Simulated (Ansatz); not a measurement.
## SiC: response to strain

The reference is SiC in the zinc blende structure (space group F-43m, No. 216).

```
SiC
1.0
    0.00000     2.17817     2.17817
    2.17817     0.00000     2.17817
    2.17817     2.17817     0.00000
Si C
1 1
Direct
  0.00000   0.00000   0.00000
  0.25000   0.25000   0.25000
```

Cartesian axes are those of the cell as printed.

Strains are applied to the cell and any free atomic positions relax.

Method: plane-wave PAW DFT at the r2SCAN level (Ansatz, a program for electronic structure, 500 eV), no spin-orbit coupling.

Notes on the quantities. energy relative to the base: free energy F.

| uniaxial strain ε_zz (%) | energy relative to the base (meV/atom) |
|---|---|
| -3 | 12.1 |
| -2.5 | 8.4 |
| -2 | ? |
| -1.5 | 3.0 |
| -1 | 1.3 |
| -0.5 | 0.3 |
| 0 | 0.0 |

Q: Fit ΔE = Aε² + Bε³ (ε in %) to the rows shown and predict the withheld row.

A: Least squares on the printed values gives A = 1.32 and B = -0.0093 meV/atom (largest residual 0.0 meV/atom); this predicts 5.3 meV/atom, and the run gives 5.4 meV/atom, in agreement.

No phonon test of stability was made.
